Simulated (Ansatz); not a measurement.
Take a 64-atom supercell of Rh in the fcc (Cu type) structure (space group Fm-3m, No. 225; a = 3.800 Å) at its relaxed geometry as the base.

The values are results of Ansatz (an electronic-structure program) r2SCAN, no spin-orbit coupling, not measurements.

Base values:

The pressure comes out as 0.1 GPa.

It is then changed as follows: a neutral S on a Rh site, atoms relaxed at fixed cell, starting from a slightly rattled geometry.

Q: Predict the new pressure, largest displacement of a host atom from its site in the perfect cell and shift of the substituted atom off its lattice site.

A: The pressure grows by 0.7 GPa to 0.8 GPa; the largest displacement of a host atom from its site in the perfect cell comes out as 0.04 Å; the shift of the substituted atom off its lattice site is 0.56 Å.

Neutral defects, no image correction. All final runs are without spin polarisation. An odd electron count without spin: Rh63S. The defect cell is not spin-polarised.
